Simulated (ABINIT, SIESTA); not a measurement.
A SIESTA input for a self-consistent single point of La3Ga (Pm-3m, 4 atoms in the cell) (DFT, GGA PBEsol, numerical atomic orbitals DZP, PseudoDojo PBEsol standard norm-conserving potentials (rewritten from UPF to PSML)):

```
# files in the folder: La.psml Ga.psml (PseudoDojo PBEsol standard)
SystemName  La3Ga
SystemLabel La3Ga

NumberOfAtoms                4
NumberOfSpecies              2
%block ChemicalSpeciesLabel
  1 57 La
  2 31 Ga
%endblock ChemicalSpeciesLabel
LatticeConstant              1.0 Bohr
%block LatticeVectors
     9.317634808    0.000000000    0.000000000
     0.000000000    9.317634808    0.000000000
     0.000000000    0.000000000    9.317634808
%endblock LatticeVectors
AtomicCoordinatesFormat      ScaledCartesian
%block AtomicCoordinatesAndAtomicSpecies
     0.000000000    4.658817404    4.658817404  1
     4.658817404    0.000000000    4.658817404  1
     4.658817404    4.658817404    0.000000000  1
     0.000000000    0.000000000    0.000000000  2
%endblock AtomicCoordinatesAndAtomicSpecies

XC.functional                GGA
XC.authors                   PBEsol
PAO.BasisSize                DZP
PAO.EnergyShift              0.01 Ry
MeshCutoff                   350 Ry
%block kgrid.MonkhorstPack
    5   0   0  0.0
    0   5   0  0.0
    0   0   5  0.0
%endblock kgrid.MonkhorstPack
OccupationFunction           MP
OccupationMPOrder            0
ElectronicTemperature        3156.43 K

MaxSCFIterations             150
SCF.Mixer.Method             Pulay
SCF.Mixer.Weight             0.25
SCF.Mixer.History            6
SCF.DM.Tolerance             1.0E-05
Diag.ParallelOverK           true
WriteForces                  true
```

Question: Write the same calculation as an input for ABINIT.

Answer: One input that does it (others would too):

```
# La3Ga, PseudoDojo nc-sr-04 PBEsol standard
pp_dirpath "./"
pseudos "La.upf, Ga.upf"
acell 3*1.0 Angstrom
rprim
         4.9306800000    0.0000000000    0.0000000000
         0.0000000000    4.9306800000    0.0000000000
         0.0000000000    0.0000000000    4.9306800000
natom 4
ntypat 2
znucl 57 31
typat 1 1 1 2
xred
         0.0000000000    0.5000000000    0.5000000000
         0.5000000000    0.0000000000    0.5000000000
         0.5000000000    0.5000000000    0.0000000000
         0.0000000000    0.0000000000    0.0000000000
ecut 1497 eV
occopt 7
tsmear 0.272 eV
nband 30
kptopt 1
ngkpt 5 5 5
nshiftk 1
shiftk 0 0 0
nstep 50
toldfe 1.0e-09
prtwf 0
prtden 0
```

Basis settings and potentials, where a program has them, do not carry over. This input uses DFT, PBEsol, plane waves, norm-conserving pseudopotentials (PseudoDojo nc-sr-04 PBEsol standard). Both were run: pressure 0.13 GPa in SIESTA and -2.30 in ABINIT.

On SIESTA: the starting cell comes from a database of computed structures (which also holds hypothetical and non-ambient phases and stackings), without a prior relaxation at this level. Values carry the incompleteness of an atom-centred basis.

On ABINIT: the starting cell comes from a database of computed structures (which also holds hypothetical and non-ambient phases and stackings), without a prior relaxation at this level.
